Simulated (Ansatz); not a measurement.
Take AlN in the zinc blende structure (space group F-43m, No. 216; a = 4.4032 Å) as the base.

Method: Kohn–Sham DFT with the PBE functional, run in Ansatz (a quantum-chemistry and plane-wave program) with PAW and 420 eV plane waves, no spin-orbit coupling.

Strains are applied to the cell and any free atomic positions relax.

One change was made to it. Results:

```csv
quantity,base,after
pressure,0.00 GPa,2.98 GPa
"valley order (the lowest conduction-band minima on the path, energy above the VBM, named in the base's zone)",X along ⟨100⟩ 3.31 eV; Γ 3.98 eV,X along ⟨100⟩ 3.32 eV; Γ 4.11 eV
energy relative to the base (free energy F),0 meV/atom,+1.5 meV/atom
```

### Question
Which change produced these results?
A) isotropic strain +3.00 %
B) isotropic strain +1.50 %
C) isotropic strain −1.00 %
D) isotropic strain −0.50 %

### Answer
D, isotropic strain −0.50 %. For comparison, the valley order in the other runs: isotropic strain −1.00 % gives X along ⟨100⟩ 3.33 eV; Γ 4.24 eV; isotropic strain +1.50 % gives X along ⟨100⟩ 3.28 eV; Γ 3.59 eV; isotropic strain +3.00 % gives Γ 3.23 eV; X along ⟨100⟩ 3.26 eV.

The levels and masses belong to the bands next to the band gap. No phonon test of stability was made. This is not the structure that AlN has at room temperature and ambient pressure.
